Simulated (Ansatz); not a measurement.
Data:

```
Nb
1.0
   -1.64925     1.64925     1.64925
    1.64925    -1.64925     1.64925
    1.64925     1.64925    -1.64925
Nb
1
Direct
  0.00000   0.00000   0.00000
```

The numbers are results of PBEsol, DFPT electron-phonon coupling, linearised Boltzmann equation (plane waves, PAW, scalar-relativistic; Ansatz, an electronic-structure program), not measurements. Condition of this run: hydrostatic pressure -4 GPa (the target of the relaxation). Cell: relaxed with this functional, without spin-orbit coupling, then loaded as said.

Task: Predict the intrinsic resistivity at 300 K.

Result: 18.3 μΩ·cm.

Task: How long is the mean free path there?

Result: 2.5 nm, weighted by the current that each state carries. Wires not much wider than this gain resistivity from their walls.

A metal at this level (no band gap). Only scattering by harmonic phonons is included (no impurities, grain boundaries, electron-electron scattering or thermal expansion). Spin-orbit coupling is left out. The squared frequency of the phonon mode least converged on the k mesh is uncertain by about 13 %. The run warned that the eigensolver left some states short of its tolerance. Halving the electron mesh (36x36x36) moves the resistivity by up to 2 % at 300 K, the mean free path by up to 5 %. Smearing 0.20 eV; phonons on a 6x6x6 q mesh, which this run doesn't test.
